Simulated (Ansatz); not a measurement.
The (111) face of alpha tin can be cut between different planes. Symmetric, stoichiometric slabs relaxed in the 1x1 cell (19.2 Å²): top plane Sn, 0.96 Å over the next in the ideal cut; top plane Sn, 2.88 Å over the next in the ideal cut.

Calculation: PBE (plane waves to 420 eV, PAW; Ansatz, a first-principles code).

Task: Put the candidates in order of surface energy, lowest first, for PBE.

Result: the cut with an outer spacing of 0.96 Å (0.64 J/m²), the cut with an outer spacing of 2.88 Å (1.23 J/m²)
